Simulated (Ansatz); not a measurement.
Density of states of La2O3 (P-3m1) above the conduction band minimum, PBEsol with spin-orbit coupling, rigid bands in Ansatz (a quantum-chemistry and plane-wave program); cell volume 79.8 Å³.

| energy from edge (eV) | 10⁻³ states/eV/cell |
|---|---|
| 0.006 | 139 |
| 0.031 | 774 |
| 0.056 | 1470 |
| 0.081 | 2240 |
| 0.106 | 2270 |
| 0.131 | 2310 |
| 0.156 | 2330 |
| 0.181 | 2350 |
| 0.206 | 2370 |
| 0.231 | 2380 |
| 0.256 | 2390 |
| 0.281 | 2390 |
| 0.319 | 2410 |
| 0.344 | 2430 |
| 0.369 | 2460 |
| 0.394 | 2510 |
| 0.419 | 2590 |
| 0.444 | 2710 |
| 0.469 | 2750 |
| 0.494 | 2840 |
| 0.519 | 3000 |
| 0.544 | 3230 |
| 0.569 | 3680 |
| 0.594 | 4560 |

### Question
What effective density of states at 300 K does this give (∫ g(E) exp(−E/k_BT) dE, both spins, divided by the cell's size)?

### Answer
2.0e20 cm⁻³, a density-of-states mass of 3.9 mₑ, valleys and band degeneracy included.

Geometry: cell and atoms relaxed with PBEsol.
